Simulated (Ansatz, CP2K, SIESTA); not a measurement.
## Ba₃Sr (P1, 4 atoms in the cell) computed with different codes at matched settings

Self-consistent single point, at a second geometry (atoms moved at random). First geometry:

```yaml
crystal:
  lattice:
    - [0.00000, 5.06997, 5.06997]
    - [5.06997, 0.00000, 5.06997]
    - [5.06997, 5.06997, 0.00000]
  atoms:
    - { symbol: Ba, position: [0.25000, 0.25000, 0.25000] }
    - { symbol: Ba, position: [0.75000, 0.75000, 0.75000] }
    - { symbol: Ba, position: [0.50000, 0.50000, 0.50000] }
    - { symbol: Sr, position: [0.00000, 0.00000, 0.00000] }
```

Second geometry:
```yaml
crystal:
  lattice:
    - [0.00000, 5.06997, 5.06997]
    - [5.06997, 0.00000, 5.06997]
    - [5.06997, 5.06997, 0.00000]
  atoms:
    - { symbol: Ba, position: [0.25386, 0.24720, 0.25184] }
    - { symbol: Ba, position: [0.74871, 0.75373, 0.74926] }
    - { symbol: Ba, position: [0.50122, 0.49633, 0.50071] }
    - { symbol: Sr, position: [0.99620, 0.00274, 0.99818] }
```

Shared settings, as Ansatz (a program for electronic structure) writes them: kpoints.mp_grid.grid = 7 7 7; scf.occupations.method = fermi_dirac; scf.occupations.width = 0.0073 Ry. Potentials and cutoffs stand in the table.

```
code                                                                                                                            model  ΔF from the first geometry (meV/atom)  pressure (GPa)  largest force (eV/Å)       cutoff
------  -----------------------------------------------------------------------------------------------------------------------------  -------------------------------------  --------------  --------------------  -----------
Ansatz                                                                                                PBEsol, PAW files made with PBE                                    0.5           -1.13                 0.051      default
SIESTA  GGA PBEsol, numerical atomic orbitals DZP, PseudoDojo PBEsol standard norm-conserving potentials (rewritten from UPF to PSML)                                    1.3            2.67                 0.120  grid 350 Ry
CP2K                                                       PBEsol, GPW, DZVP-MOLOPT-SR-GTH basis, GTH-PBE potentials (GTH_POTENTIALS)                                    0.6           -0.13                 0.057  grid 500 Ry
```

Size of the force on each atom (eV/Å): Sizes of forces hide their directions.

| code | Ba1 | Ba2 | Ba3 | Sr4 |
|---|---|---|---|---|
| Ansatz | 0.051 | 0.039 | 0.038 | 0.046 |
| SIESTA | 0.120 | 0.096 | 0.088 | 0.097 |
| CP2K | 0.057 | 0.043 | 0.041 | 0.052 |

The spread over the programs that give each value: ΔF from the first geometry within 0.8 meV/atom; pressure within 3.80 GPa; largest force within 0.069 eV/Å.

SIESTA and CP2K use small atom-centred bases, whose incompleteness enters pressures, forces and empty levels differently from a plane-wave cutoff. Ansatz's pressure is given at a fixed set of plane waves, as the other plane-wave codes print theirs.

The starting cell comes from a database of computed structures (which also holds hypothetical and non-ambient phases and stackings), without a prior relaxation at this level. Its lattice was rescaled by a random factor within 2.5 % of one. For this run, on top of that: atoms moved at random.

Keys are those of Ansatz 0.2.
